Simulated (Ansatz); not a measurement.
In₂O₃ (model structure, started from the Al2S3 type, C2/c, No. 15, 10 atoms in the cell), treated with r²SCAN+rVV10 in Ansatz (PAW).

Run with plane-wave cutoff 560 eV, 8×8×6 k mesh (along the axes of the cell as run), Fermi–Dirac smearing 0.01 eV, scalar-relativistic PAW data made under PBE.

Cell (relaxed at this level):

```
In2O3
1.0
    4.26505    -3.93330    -0.78341
    4.26505     3.93330    -0.78341
   -3.61212     0.00000     4.48239
In O
4 6
Direct
  0.03929   0.23949   0.48012
  0.23949   0.03929   0.98012
  0.54391   0.74410   0.36990
  0.74410   0.54391   0.86990
  0.12772   0.42120   0.00366
  0.42120   0.12772   0.50366
  0.85555   0.92784   0.92501
  0.92784   0.85555   0.42501
  0.36219   0.65568   0.84636
  0.65568   0.36219   0.34636
```

Problem. Give the computed band gap and smallest direct gap on the k points sampled.

Solution. 
- band gap: 1.49 eV
- smallest direct gap on the k points sampled: 1.52 eV

Note: the relaxation could raise the start's symmetry but not lower it, so the cell can be a saddle point.

Spin–orbit coupling is not included.

Computed values are for the static lattice.

A model structure was made by putting elements into a prototype or built by hand; it is no filed structure, need not be a known phase, and can be a saddle point held by its symmetry.

Ansatz is a first-principles code.
